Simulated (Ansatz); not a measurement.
**Cu, response to strain**

Base system: Cu in the fcc (Cu type) structure (space group Fm-3m, No. 225; a = 3.563 Å; relaxed with 0.1 eV smearing). Axes: x, y, z lie along the cube axes.

Strains are applied to the cell and any free atomic positions relax; under biaxial strain the out-of-plane vector relaxes too; under stress the whole cell relaxes.

Computed with PBEsol (Ansatz, an electronic-structure program), scalar-relativistic without spin-orbit coupling, earlier PAW set.

Notes on the quantities. pressure: mean of the normal stresses, compression positive; energy relative to the base: free energy F.

```json
[
 {"change": "base", "volume per atom": "11.31 Å³", "pressure": "0.0 GPa", "energy relative to the base": "0 meV/atom", "space group": "Fm-3m (No. 225)"},
 {"change": "biaxial strain +1.47 %, plane normal [001], relaxed out of plane", "volume per atom": "?", "pressure": "-1.2 GPa", "energy relative to the base": "?", "space group": "I4/mmm (No. 139)"},
 {"change": "biaxial strain +0.81 %, plane normal [111], relaxed out of plane", "volume per atom": "11.43 Å³", "pressure": "-1.7 GPa", "energy relative to the base": "+1.5 meV/atom", "space group": "R-3m (No. 166)"},
 {"change": "isotropic strain +1.32 %", "volume per atom": "11.77 Å³", "pressure": "?", "energy relative to the base": "?", "space group": "Fm-3m (No. 225)"},
 {"change": "uniaxial stress, 0.5 GPa tension along x", "volume per atom": "11.32 Å³", "pressure": "–", "energy relative to the base": "+0.1 meV/atom", "space group": "I4/mmm (No. 139)"},
 {"change": "tensor shear ε_xz = −2.47 %", "volume per atom": "11.30 Å³", "pressure": "0.4 GPa", "energy relative to the base": "+8.2 meV/atom", "space group": "Immm (No. 71)"}
]
```

**Question.** What belongs in the blanks?

**Answer.** 
- biaxial strain +1.47 %, plane normal [001], relaxed out of plane, volume per atom: 11.40 Å³
- biaxial strain +1.47 %, plane normal [001], relaxed out of plane, energy relative to the base: +2.1 meV/atom
- isotropic strain +1.32 %, pressure: -6.0 GPa
- isotropic strain +1.32 %, energy relative to the base: +8.8 meV/atom

Beyond what the load breaks, stability against distortions was not tested. The final runs are not spin-polarised.
